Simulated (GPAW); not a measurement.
```
CELL_PARAMETERS angstrom
      4.64064     0.00000     0.00000
     -2.32032     4.01891     0.00000
      0.00000     0.00000     5.50648
ATOMIC_POSITIONS crystal
  Ti 0.66667 0.33333 0.25000
  Ti 0.33333 0.66667 0.75000
  Ti 0.00000 0.00000 0.00000
  Ti 0.00000 0.00000 0.50000
  Sn 0.66667 0.33333 0.75000
  Sn 0.33333 0.66667 0.25000
```

Method of the run: PBEsol, GPAW PAW datasets PBEsol (made by gpaw-setup) (plane waves; GPAW).

The set-up and first iterations of a GPAW log for Ti2Sn (P6_3/mmc, 6 atoms in the cell):

```
Input parameters:
  convergence: {forces: 0.001}
  kpts: [7 7 5]
  maxiter: 100
  mode: {ecut: 850.0,
         name: pw}
  nbands: -10
  occupations: {fixmagmom: False,
                name: fermi-dirac,
                width: 0.1}
  symmetry: {symmorphic: False,
             tolerance: 0.0005}
  xc: PBEsol

species:
  Ti:
    name: Titanium
    Z: 22.0
    valence: 12
    core: 10
    charge: 0.0
    file: Ti.PBEsol.gz

    # Using partial waves for Ti as LCAO basis

  Sn:
    name: Tin
    Z: 50.0
    valence: 14
    core: 36
    charge: 0.0
    file: Sn.PBEsol.gz

    # Using partial waves for Sn as LCAO basis

Reference energy: -428662.797282  # eV

Spin-paired calculation

Convergence criteria:
 Maximum [total energy] change in last 3 cyles: 0.0005 eV / valence electron
 Maximum integral of absolute [dens]ity change: 0.0001 electrons / valence electron
 Maximum integral of absolute [eigenst]ate change: 4e-08 eV^2 / valence electron
   [... lines left out ...]
  Linear mixing parameter: 0.05
  old densities: 5
  Damping of long wavelength oscillations: 50

Hamiltonian:
  XC and Coulomb potentials evaluated on a 64*64*80 grid
  External potential:
    NoExternalPotential

XC parameters: PBEsol with 2 nearest neighbor stencil

Number of atoms: 6
Number of atomic orbitals: 70
Number of bands in calculation: 48
Number of valence electrons: 76
Bands to converge: occupied

Density initialized from atomic densities
  48 bands from LCAO basis set

Atomic positions and initial magnetic moments

Positions:
   0 Ti     2.320324    1.339637    1.376621    ( 0.0000,  0.0000,  0.0000)
   1 Ti    -0.000003    2.679277    4.129862    ( 0.0000,  0.0000,  0.0000)
   2 Ti     0.000000    0.000000    0.000000    ( 0.0000,  0.0000,  0.0000)
   3 Ti     0.000000    0.000000    2.753242    ( 0.0000,  0.0000,  0.0000)
   4 Sn     2.320324    1.339637    4.129862    ( 0.0000,  0.0000,  0.0000)
   5 Sn    -0.000003    2.679277    1.376621    ( 0.0000,  0.0000,  0.0000)

Unit cell:
           periodic     x           y           z      points  spacing
  1. axis:    yes    4.640643    0.000000    0.000000    32     0.1256
  2. axis:    yes   -2.320322    4.018914    0.000000    32     0.1256
  3. axis:    yes    0.000000    0.000000    5.506483    40     0.1377

  Lengths:   4.640643   4.640643   5.506483
  Angles:   90.000000  90.000000 120.000010

Effective grid spacing dv^(1/3) = 0.1359
     iter     time        total  log10-change:
                         energy   eigst   dens  force
iter:   1 --:--:--   -40.814144
iter:   2 --:--:--   -40.793260   -0.82  -1.46
iter:   3 --:--:--   -40.318292   -1.43  -1.47
iter:   4 --:--:--   -40.129303   -1.31  -1.63
iter:   5 --:--:--   -40.278091   -1.31  -1.94
```

### Question
Will this run converge, and how will it end?

### Answer
The run converged in 34 iterations. Its thresholds were met; that alone does not show that basis and mesh suffice. It ends on: free energy E − TS (from the program's reference atoms) -40.1994 eV; Fermi level (on the code's own zero) 10.01 eV; pressure 4.70 GPa. The log goes on:

```
   [... 2 lines left out ...]
iter:   8 --:--:--   -40.141092   -2.78  -2.43
iter:   9 --:--:--   -40.180608   -2.22  -2.61
iter:  10 --:--:--   -40.138419   -2.56  -2.36
   [... lines left out ...]
iter:  21 --:--:--   -40.132916c  -5.45  -3.95
iter:  22 --:--:--   -40.132890c  -5.70  -4.36c
iter:  23 --:--:--   -40.132878c  -6.08  -4.48c
iter:  24 --:--:--   -40.132880c  -6.89  -4.46c
iter:  25 --:--:--   -40.132879c  -7.13  -4.48c
iter:  26 --:--:--   -40.132856c  -5.74  -4.54c
iter:  27 --:--:--   -40.132863c  -6.63  -4.38c
iter:  28 --:--:--   -40.132870c  -6.79  -4.40c
iter:  29 --:--:--   -40.132877c  -6.64  -4.58c
iter:  30 --:--:--   -40.132872c  -7.43c -4.72c
iter:  31 --:--:--   -40.132862c  -6.25  -4.74c
iter:  32 --:--:--   -40.132875c  -6.54  -4.46c
iter:  33 --:--:--   -40.132878c  -6.73  -4.76c
iter:  34 --:--:--   -40.132875c  -7.49c -4.83c -16.53c
Converged after 34 iterations.

Dipole moment: (0.000000, -0.000000, -0.000000) |e|*Ang

Energy contributions relative to reference atoms: (reference = -428662.797282)

Kinetic:        +46.699307
Potential:      -37.875641
External:        +0.000000
XC:             -48.752201
Entropy (-ST):   -0.133054
Local:           -0.137813
SIC:             +0.000000
--------------------------
Free energy:    -40.199402
Extrapolated:   -40.132875

Showing only first 2 kpts
 Kpt  Band  Eigenvalues  Occupancy
  0    36      9.07934    1.99982
  0    37      9.07941    1.99982
  0    38     10.97309    0.00014
  0    39     10.97310    0.00014

  1    36      9.14007    1.99968
  1    37      9.14014    1.99968
  1    38     10.56417    0.00806
  1    39     11.13701    0.00003

Fermi level: 10.01316

Gap: 0.122 eV
Transition (v -> c):
  (s=0, k=16, n=37, [0.43, 0.00, 0.20]) -> (s=0, k=16, n=38, [0.43, 0.00, 0.20])
No difference between direct/indirect transitions
Energy (eV): -40.132875

Forces in eV/Ang:
  0 Ti    0.00000   -0.00000   -0.00000
  1 Ti    0.00000    0.00000    0.00000
  2 Ti    0.00000    0.00000    0.00000
  3 Ti    0.00000    0.00000    0.00000
  4 Sn   -0.00000   -0.00000   -0.00000
  5 Sn   -0.00000    0.00000    0.00000

Stress tensor:
    -0.029886    -0.000000     0.000000
    -0.000000    -0.029886     0.000000
     0.000000    -0.000000    -0.028285
Stress (GPa, Voigt): [-4.7883 -4.7883 -4.5317  0.      0.     -0.    ]
```

For comparison: a first run was changed to give this one (lattice scaled by 0.98), and from it to this one the free energy rises by 5.2 meV/atom and the pressure goes from -3.05 to 4.70 GPa.

The starting cell comes from a database of computed structures (which also holds hypothetical and non-ambient phases and stackings), without a prior relaxation at this level. For this run, on top of that: lattice scaled by 0.98. Spin polarisation is off. With a pressure of about 5 GPa the cell is away from its equilibrium volume at this level. The log's line on a gap gives a spacing of levels on this mesh, which the program prints for metals too.

The run was DFT PBEsol, plane waves, GPAW PAW datasets PBEsol (made by gpaw-setup). Main settings of its input:

mode: pw
ecut: 850 eV
xc: PBEsol
kpts: 7 7 5
mesh shift (steps): 0 0 0
occupations.name: fermi-dirac
occupations.width: 0.1 eV
nbands: -10
convergence.forces: 0.001 eV/Å
symmetry.symmorphic: false
symmetry.tolerance: 0.0005
maxiter: 100
